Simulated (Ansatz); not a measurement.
## Thickness series in hypothetical CdI2 type SiO2

Start from SiO2 in the CdI2 type structure (space group P-3m1, No. 164; a = 2.687 Å, c = 4.601 Å; a hypothetical phase, not in the database extracts checked; layered, stacked along the Cartesian z axis).

Free-standing slabs (3 atom(s) a layer) normal to the stacking axis with 15 Å of vacuum; in-plane cell relaxed.

Calculations: DFT with PBE-D3(BJ), PAW potentials and a 420 eV plane-wave cutoff in Ansatz (a quantum-chemistry and plane-wave program), no spin-orbit coupling.

Notes on the quantities. electron mass: in plane; excess energy per area of both faces: slab less bulk energy over the cell's area: twice a surface energy.

| variant | band gap | electron mass | excess energy per area of both faces | gap character | smallest direct gap |
|---|---|---|---|---|---|
| base | 6.15 eV | – | – | – | 6.40 eV |
| 1 layer | 6.71 eV | 0.41 mₑ (at Γ) | 0.35 J/m² | indirect, k = (0.143, 0.286, 0) in the run's primitive reciprocal basis → Γ | 7.29 eV |
| 2 layers | 6.44 eV | 0.39 mₑ (at Γ) | 0.37 J/m² | indirect, K–Γ (62 % along) → Γ | 6.85 eV |
| 3 layers | 6.33 eV | 0.38 mₑ (at Γ) | 0.38 J/m² | indirect, K–Γ (64 % along) → Γ | 6.67 eV |

Slab and bulk use different k-meshes, which limits the precision of the excess energy. Masses are band curvatures over ±0.01 Å⁻¹ around the edge. Stability against distortions was not tested.
